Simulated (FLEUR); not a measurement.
# Input and output of a self-consistent single point for CaCo2Si2 (I4/mmm, 5 atoms in the cell) (FLEUR)

Level of theory: LDA (Perdew-Zunger), all-electron FLAPW (FLEUR), scalar-relativistic valence in FLEUR.

The input file:

Input of the input generator:

```
Ca(CoSi)2 FLAPW
&input film=f /
-3.6555788121 3.6555788121 9.3291413505
3.6555788121 -3.6555788121 9.3291413505
3.6555788121 3.6555788121 -9.3291413505
1.0
1.0 1.0 1.0

5
20 0.0000000000 0.0000000000 0.0000000000
27 0.2500000000 0.7500000000 0.5000000000
27 0.7500000000 0.2500000000 0.5000000000
14 0.6337500000 0.6337500000 0.0000000000
14 0.3662500000 0.3662500000 0.0000000000

&comp jspins=1 /
&exco xctyp='pz' /
&kpt div1=8 div2=8 div3=8 gamma=t /
&end /
```

```xml
<?xml version="1.0" encoding="UTF-8" standalone="no"?>
<fleurInput fleurInputVersion="0.39">
   <comment>
      Ca(CoSi)2 FLAPW                                                                                     
   </comment>
   <calculationSetup>
      <cutoffs Kmax="4.3" Gmax="12.9" GmaxXC="12.9" numbands="0"/>
      <scfLoop itmax="80" minDistance="0.00001" maxIterBroyd="99" imix="Anderson" alpha="0.05" precondParam="0.0" spinf="2.0"/>
      <coreElectrons ctail="T" frcor="F" kcrel="0" coretail_lmax="0"/>
      <xcFunctional name="pz" relativisticCorrections="F"/>
      <magnetism jspins="1"/>
      <soc l_soc="F" theta="0.0" phi="0.0" spav="F"/>
      <expertModes spex="0" secvar="F"/>
      <geometryOptimization l_f="T" forcealpha="1.0" forcemix="BFGS" epsdisp="0.00001" epsforce="0.00001"/>
      <ldaU l_linMix="F" mixParam="0.05" spinf="1.0"/>
   </calculationSetup>
   <cell>
      <bzIntegration valenceElectrons="48.0" mode="hist" fermiSmearingEnergy="0.00367493">
         <kPointListSelection listName="default-1"/>
         <!-- k-points included here -->
         <xi:include xmlns:xi="http://www.w3.org/2001/XInclude" href="kpts.xml"> </xi:include>
      </bzIntegration>
      <!-- symmetry operations included here -->
      <xi:include xmlns:xi="http://www.w3.org/2001/XInclude" href="sym.xml"> </xi:include>
      <bulkLattice scale="1.0">
         <bravaisMatrix>
            <row-1>   -3.6555788120999999     3.6555788120999999     9.3291413505000005</row-1>
            <row-2>    3.6555788120999999    -3.6555788120999999     9.3291413505000005</row-2>
            <row-3>    3.6555788120999999     3.6555788120999999    -9.3291413505000005</row-3>
         </bravaisMatrix>
      </bulkLattice>
   </cell>
   <atomSpecies>
      <species name="Calcium (Ca)" element="Ca" atomicNumber="20">
         <mtSphere radius="2.63" gridPoints="925" logIncrement="0.013"/>
         <atomicCutoffs lmax="10" lnonsphr="8"/>
         <electronConfig flipSpins="F">
            <coreConfig>(1s1/2) (2s1/2) (2p1/2) (2p3/2)</coreConfig>
            <valenceConfig>(3s1/2) (3p1/2) (3p3/2) (4s1/2)</valenceConfig>
         </electronConfig>
         <energyParameters s="4" p="4" d="3" f="4"/>
         <lo type="SCLO" l="0" n="3" eDeriv="0"/>
         <lo type="SCLO" l="1" n="3" eDeriv="0"/>
      </species>
      <species name="Cobalt (Co)" element="Co" atomicNumber="27">
         <mtSphere radius="2.35" gridPoints="829" logIncrement="0.015"/>
         <atomicCutoffs lmax="10" lnonsphr="8"/>
         <electronConfig flipSpins="F">
            <coreConfig>(1s1/2) (2s1/2) (2p1/2) (2p3/2) (3s1/2)</coreConfig>
            <valenceConfig>(3p1/2) (3p3/2) (4s1/2) (3d3/2) (3d5/2)</valenceConfig>
            <stateOccupation state="(3d3/2)" spinUp="1.4" spinDown="1.4"/>
            <stateOccupation state="(3d5/2)" spinUp="2.1" spinDown="2.1"/>
         </electronConfig>
         <energyParameters s="4" p="4" d="3" f="4"/>
         <lo type="SCLO" l="1" n="3" eDeriv="0"/>
      </species>
      <species name="Silicon (Si)" element="Si" atomicNumber="14">
         <mtSphere radius="1.54" gridPoints="543" logIncrement="0.021"/>
         <atomicCutoffs lmax="6" lnonsphr="4"/>
         <electronConfig flipSpins="F">
            <coreConfig>(1s1/2) (2s1/2) (2p1/2) (2p3/2)</coreConfig>
            <valenceConfig>(3s1/2) (3p1/2) (3p3/2)</valenceConfig>
            <stateOccupation state="(3p1/2)" spinUp="0.3333333333333" spinDown="0.3333333333333"/>
            <stateOccupation state="(3p3/2)" spinUp="0.6666666666667" spinDown="0.6666666666667"/>
         </electronConfig>
         <energyParameters s="3" p="3" d="3" f="4"/>
      </species>
   </atomSpecies>
   <atomGroups>
      <atomGroup species="Calcium (Ca)">
         <relPos label="                   1">.0000000000 .0000000000 .0000000000</relPos>
         <force calculate="T" relaxXYZ="TTT"/>
      </atomGroup>
      <atomGroup species="Cobalt (Co)">
         <relPos label="                   2">1.000/4.000 -1.000/4.000 1.000/2.000</relPos>
         <relPos label="                   3">-1.000/4.000 1.000/4.000 1.000/2.000</relPos>
         <force calculate="T" relaxXYZ="TTT"/>
      </atomGroup>
      <atomGroup species="Silicon (Si)">
         <relPos label="                   4">-.3662500000 -.3662500000 .0000000000</relPos>
         <relPos label="                   5">.3662500000 .3662500000 .0000000000</relPos>
         <force calculate="T" relaxXYZ="TTT"/>
      </atomGroup>
   </atomGroups>
   <output dos="F" band="F" slice="F">
      <checks vchk="F" cdinf="F"/>
      <bandDOS minEnergy="-.5*Htr" maxEnergy="0.5*Htr" sigma="0.015" storeEVData="T"/>
      <vacuumDOS vacdos="F" integ="F" star="F" nstars="0" locx1="0.0" locy1="0.0" locx2="0.0" locy2="0.0" nstm="0" tworkf="0.0"/>
      <unfoldingBand unfoldBand="F" supercellX="1" supercellY="1" supercellZ="1"/>
      <plotting iplot="0" polar="F">
         <plot TwoD="T" vec1="  1.0  0.0  0.0" vec2="  0.0  1.0  0.0" vec3="  0.0  0.0  1.0" zero="  0.0  0.0  0.0" file="plot"/>
      </plotting>
      <chargeDensitySlicing numkpt="0" minEigenval="0.0" maxEigenval="0.0" nnne="0" pallst="F"/>
      <specialOutput eonly="F"/>
      <magneticCircularDichroism mcd="F" energyLo="-10.0" energyUp="0.0"/>
   </output>
  <!-- We include the file relax.xml here to enable relaxations (see documentation) -->
  <xi:include xmlns:xi="http://www.w3.org/2001/XInclude" href="relax.xml"> <xi:fallback/> </xi:include>
</fleurInput>
```

Output (repeated stretches shortened):

```
      Welcome to FLEUR        (www.flapw.de)
      MaX-Release 8.1          (www.max-centre.eu)

 ========== k-point set info ==========
 Selected k-point list: default-1
 k-point list type: mesh
 8 x 8 x 8
 Number of k points: 59

 ------------Calculation Setup---------------------------
 Number of basis functions:          714
 Iteration:     1   Distance:      19.48064311 me/bohr^3
 Iteration:     2   Distance:      11.04053563 me/bohr^3
 Iteration:     3   Distance:      10.06547687 me/bohr^3
 Iteration:     4   Distance:       4.46146064 me/bohr^3
 Iteration:     5   Distance:       3.62194697 me/bohr^3
 Iteration:     6   Distance:       1.20910921 me/bohr^3
   [... 7 lines left out ...]
 Iteration:    14   Distance:       0.00130066 me/bohr^3
 Iteration:    15   Distance:       0.00021320 me/bohr^3
 Iteration:    16   Distance:       0.00012598 me/bohr^3
 Iteration:    17   Distance:       0.00002004 me/bohr^3
 Iteration:    18   Distance:       0.00000510 me/bohr^3
 Reset of history

 Run finished successfully
 Stop message:
   Structural relaxation: new displacements generated

[file out, last iteration]
             iter=     19
          p o t e n t i a l   g e n e r a t o r
[...]
          integral of pseudo charge density inside the slab=        0.000000   0.000000
     coulomb potential in the interstitial region:
          density-coulomb potential integrals
          total density-coulomb potenti    -6141.5423108599
          density-effective potential integrals for spin  1
          total density-effective poten   -6.3916341760E+03
          charge density-energy density integrals
          total charge density-energy d   -1.8902360671E+02
 Updated energy parameters for spin:           1
  Atom    1 4s branch from -1.10 to  2.06 htr. ; e_l =  0.3112
  Atom    1 4p branch from -0.38 to  2.49 htr. ; e_l =  0.4166
  Atom    1 3d branch from -9.99 to  0.74 htr. ; e_l =  0.4330
  Atom    1 4f branch from -9.99 to  2.68 htr. ; e_l =  0.6777
  Atom    1 3s branch from-14.59 to -1.10 htr. ; e_l(l -1.1394
  Atom    1 3p branch from-11.70 to -0.38 htr. ; e_l(l -0.4532
  Atom    2 4s branch from -3.13 to  1.61 htr. ; e_l =  0.1450
  Atom    2 4p branch from -1.79 to  2.18 htr. ; e_l =  0.2810
  Atom    2 3d branch from -9.99 to  0.37 htr. ; e_l =  0.2534
  Atom    2 4f branch from -9.99 to  3.42 htr. ; e_l =  0.5975
  Atom    2 3p branch from-27.66 to -1.79 htr. ; e_l(l -1.8037
  Atom    3 3s branch from -4.51 to  3.84 htr. ; e_l = -0.3971
  Atom    3 3p branch from -2.91 to  4.15 htr. ; e_l = -0.2596
  Atom    3 3d branch from -9.99 to  3.76 htr. ; e_l = -0.0916
  Atom    3 4f branch from -9.99 to  7.83 htr. ; e_l =  0.0698
[...]
 fermi energy and band-weighting factors:
at   0.00000   0.00000   0.00000   k-weight:    0.001953
   37 eigenvalues :
   -1.806742   -1.806742   -1.804477   -1.804477   -1.798292   -1.797812   -1.139769   -0.453279
   -0.453279   -0.452019   -0.075362    0.071387    0.125230    0.203641    0.203641    0.209701
    0.216085    0.250160    0.250160    0.274157    0.285286    0.288769    0.304831    0.304831
    0.311714    0.350344    0.421712    0.421712    0.477038    0.490325    0.519067    0.525486
    0.526783    0.539363    0.539363    0.650434    0.662344
   [... 2 blocks of this kind left out ...]

[...]
FERMIE:
          first approx. to ef    (T=0)  :   0.316606 htr   (energy of the highest occ. eigenvalue)
          number of occ. states  (T=0)  :       1418
          first approx. to seigv (T=0)  : -20.975641 htr
          sum of weights of occ. states :  24.025391
          sum of semicore charge        :   0.000000 e
FERHIS:  Fermi-Energy by histogram:
          bandgap                     :   0.000383 htr
          charge neutrality (T=0)     :   0.050781    (zero if the highest occ. eigenvalue is "entirely" occupied)
     EF_NEWTON:  Adjust Fermi-Energy by Newton-Method.
               Number of iterations needed  :   3
               The error in the weight is   :  0.32641E-13
               The error in ef is           : -0.10801E-14 htr
     -->  new fermi energy            :   0.316745 htr
          valence charge              :  48.000000 e
          actual charge blw ef-8kt    :  45.730469 e
          actual charge blw ef+8kt    :  48.000000 e
          number of occ. states       :      1492
          sum of the valence weights  :   24.000000
          entropy         :   0.763310 *kb htr/K =   0.00000 htr/K
          sum of val. single particle energies:       -20.9903148857 htr
 Direct bandgap for spin            1 :    1.3106627748131705E-002  Htr
 at k-point           21  with k-vector    0.0000000000000000       0.50000000000000000       0.25000000000000000
          valence density: spin= 1
[...]
     l-like charge
     atom     s        p        d        f        total
 -->  1    2.11910  6.03426  0.41437  0.01980    8.59128
 -->  2    0.45237  6.50845  7.45109  0.02295   14.44080
 -->  3    0.36824  0.38153  0.03496  0.00162    0.78655
          total charge for spin  1=   48.000000
          interst. charge =       8.954028
          mt charge=              8.591283   14.440799    0.786545
          total charge  =   48.000000
          z= 20.     r(1)=  0.159665E-04     dx= 0.013000     m.t.index= 925
               n    l     j    energy       weight
               1.   0.   0.5 -144.1136      2.0000
               2.   0.   0.5  -14.5862      2.0000
               2.   1.   0.5  -11.7908      2.0000
               2.   1.   1.5  -11.6557      4.0000
          atom type    1  (spin 1)
          kinetic energy=  0.638438217787E+03     sum of the eigenvalues= -0.387604086214E+03
          0.00000000  electrons lost from core.
   [... 2 blocks of this kind left out ...]

          total charge for spin  1=  102.000000
          interst. charge =       9.028533
          mt charge=             18.591283   26.440578   10.749514
          total charge  =  102.000000
          zc=   102.000000     qfix=    1.000000
     t o t a l  e n e r g y
          sum of eigenvalues =             -2306.7467816822
          density-coulomb potential int    -6141.5423108599
          density-effective potential i    -6391.6341760158
          charge density-ex.-corr.energ     -189.0236067067
          el.-nucl. inter. diff. m.t.        804.5497884298
          Madelung term for atom type:        -8.3877282493
          el.-nucl. inter. diff. m.t.       3338.9033319223
          Madelung term for atom type:       -14.3383273698
          el.-nucl. inter. diff. m.t.        672.5453695871
          Madelung term for atom type:       -25.6439171362
 ---->    total energy=                    -4039.2758304976 htr
 ---->    (input%tkb*entropy) TS=              0.0028051107 htr
 ---->    free energy=                     -4039.2786356083 htr
      extrapolation for T->0
 ---->    total electron energy=           -4039.2772330530 htr
 ***** TOTAL FORCES ON ATOMS *****
 TOTAL FORCE FOR ATOM TYPE=  1  X=  0.000   Y=  0.000   Z=  0.000
                       FX_TOT= 0.000000 FY_TOT= 0.000000 FZ_TOT= 0.000000
 TOTAL FORCE FOR ATOM TYPE=  2  X=  0.000   Y=  3.656   Z= -4.665
                       FX_TOT= 0.000000 FY_TOT= 0.000000 FZ_TOT= 0.000000
 TOTAL FORCE FOR ATOM TYPE=  3  X=  0.000   Y=  0.000   Z= -6.834
                       FX_TOT= 0.000000 FY_TOT= 0.000000 FZ_TOT= 0.001233
```

The run converged in 18 iterations. FLEUR gives forces in its relaxation mode, with a further iteration, so its stop message speaks of a relaxation.

The starting cell comes from a database of computed structures (which also holds hypothetical and non-ambient phases and stackings), without a prior relaxation at this level. Its lattice was rescaled by a random factor within 2.5 % of one. Spin polarisation is off. Values depend on the basis (sphere radii, cutoffs, local orbitals), which need not be converged. The log's line on a gap gives a spacing of levels on this mesh, which the program prints for metals too.

Cost on one core of a shared machine: roughly 3 min.
